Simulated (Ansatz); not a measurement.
Data:

```xyz
8
Lattice="3.1067 0.0000 0.0000 0.0000 4.9785 0.0000 0.0000 0.0000 18.5873" Properties=species:S:1:pos:R:3 pbc="T T T"
Al     1.5534     2.3973     7.8108
N      1.5534     0.6517     7.5553
Al     3.1067     0.0330     8.2355
N      3.1067     3.1430     8.3807
Al     3.1067     2.5223    10.3518
N      3.1067     0.6538    10.2066
Al     4.6601    -0.0919    10.7765
N      4.6601     3.1410    11.0320
```

No spin polarisation.

Computed with Ansatz (a quantum-chemistry and plane-wave program) r2SCAN, no spin-orbit coupling. k-mesh 11×7×1 (Γ-centred); smearing 0.05 eV (Fermi–Dirac). The cell is a slab with vacuum along z.

Question: Estimate the band gap.

Answer: 3.07 eV.

Question: What gap character does the calculation give?

Answer: Indirect, k = (0.182, 0, 0) in the run's primitive reciprocal basis → Γ.

Gaps are Kohn–Sham eigenvalue differences; semilocal functionals usually give less than the measured gap. No phonon test of stability was made. The cell was made from AlN in the wurtzite structure (space group P6_3mc, No. 186) by this change: a free-standing slab of 2 layers (8 atoms, 4 a layer) is cut normal to the y axis, with 15 Å of vacuum and the in-plane cell held at bulk.
